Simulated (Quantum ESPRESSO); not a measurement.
## Cost against accuracy: ecutwfc for HfO2 (P4_2/nmc, 6 atoms in the cell)

```
CELL_PARAMETERS angstrom
      3.48864     0.00000     0.00000
      0.00000     3.48864     0.00000
      0.00000     0.00000     5.07101
ATOMIC_POSITIONS crystal
  Hf 0.50000 0.50000 0.50000
  Hf 0.00000 0.00000 0.00000
  O  0.00000 0.50000 0.69721
  O  0.00000 0.50000 0.19721
  O  0.50000 0.00000 0.80279
  O  0.50000 0.00000 0.30279
```

Computed with PBE, GBRV 1.5 ultrasoft (PBE) pseudopotentials (plane waves; Quantum ESPRESSO 7.5).

Base settings: ecutwfc = 40 Ry; ecutrho = 320 Ry; occupations = smearing; smearing = gaussian; degauss = 0.000734986 Ry; potentials = {Hf: hf_pbe_v1.uspp.F.UPF, O: o_pbe_v1.2.uspp.F.UPF}; K_POINTS = automatic 7 7 5 0 0 0; conv_thr = 1e-10 Ry.

Misses are taken against the tightest run, 80 Ry (ecutrho: 320 Ry → 640 Ry), which need not be fully converged itself. The energy is the free energy per atom.

The count of work is k-points × plane waves × bands × iterations; it is no time, and leaves out set-up, grids and terms that scale otherwise. Core times come from one kind of shared machine and are given to one figure; runs under 30 s give none.

The starting cell comes from a database of computed structures (which also holds hypothetical and non-ambient phases and stackings), without a prior relaxation at this level. Its lattice was rescaled by a random factor within 2.5 % of one. In the base run, with a pressure of about 26 GPa the cell is away from its equilibrium volume at this level.

The runs (ecutwfc): 16 Ry (ecutrho: 320 Ry → 128 Ry) | 20 Ry (ecutrho: 320 Ry → 160 Ry) | 24 Ry (ecutrho: 320 Ry → 192 Ry) | 28 Ry (ecutrho: 320 Ry → 224 Ry) | 32 Ry (ecutrho: 320 Ry → 256 Ry) | 36 Ry (ecutrho: 320 Ry → 288 Ry) | 40 Ry | 46 Ry (ecutrho: 320 Ry → 368 Ry) | 52 Ry (ecutrho: 320 Ry → 416 Ry) | 60 Ry (ecutrho: 320 Ry → 480 Ry) | 70 Ry (ecutrho: 320 Ry → 560 Ry) | 80 Ry (ecutrho: 320 Ry → 640 Ry).

Q: Which is the coarsest setting among those run that, with all tighter ones, holds the energy within 20 meV/atom of the reference, and what does it save?

A: 40 Ry, off by 13 meV/atom; it needs 0.36 of the reference's count of work and about 0.4 of the reference's time.

Q: Which is the coarsest setting among those run that, with all tighter ones, holds the energy within 10 meV/atom of the reference, and what does it save?

A: 46 Ry (ecutrho: 320 Ry → 368 Ry), off by 8.9 meV/atom; it needs 0.44 of the reference's count of work and about 0.4 of the reference's time.

Q: What does the step from 36 Ry (ecutrho: 320 Ry → 288 Ry) to 70 Ry (ecutrho: 320 Ry → 560 Ry) buy?

A: It takes the miss in the energy from 26 to 1.3 meV/atom, for 2.7 times the count of work and roughly 3 times the time.

```tsv
ecutwfc	energy less reference (meV/atom)	pressure less reference (GPa)	largest difference in the force on any atom (eV/Å)	count of work / reference	core time / reference (rough)
16 Ry (ecutrho: 320 Ry → 128 Ry)	6694.51	-301.80	0.509	0.070	–
20 Ry (ecutrho: 320 Ry → 160 Ry)	2167.38	-129.99	0.315	0.12	–
24 Ry (ecutrho: 320 Ry → 192 Ry)	677.51	-50.24	0.072	0.15	–
28 Ry (ecutrho: 320 Ry → 224 Ry)	208.50	-17.64	0.006	0.21	–
32 Ry (ecutrho: 320 Ry → 256 Ry)	65.59	-5.42	0.018	0.25	–
36 Ry (ecutrho: 320 Ry → 288 Ry)	25.60	-1.67	0.015	0.30	0.3
40 Ry	13.47	-0.40	0.005	0.36	0.4
46 Ry (ecutrho: 320 Ry → 368 Ry)	8.92	-0.10	0.003	0.44	0.4
52 Ry (ecutrho: 320 Ry → 416 Ry)	4.81	-0.20	0.001	0.53	0.5
60 Ry (ecutrho: 320 Ry → 480 Ry)	1.99	0.08	0.001	0.65	0.6
70 Ry (ecutrho: 320 Ry → 560 Ry)	1.25	0.05	0.001	0.82	0.8
80 Ry (ecutrho: 320 Ry → 640 Ry)	0.00	0.00	0.000	1.0	1
```
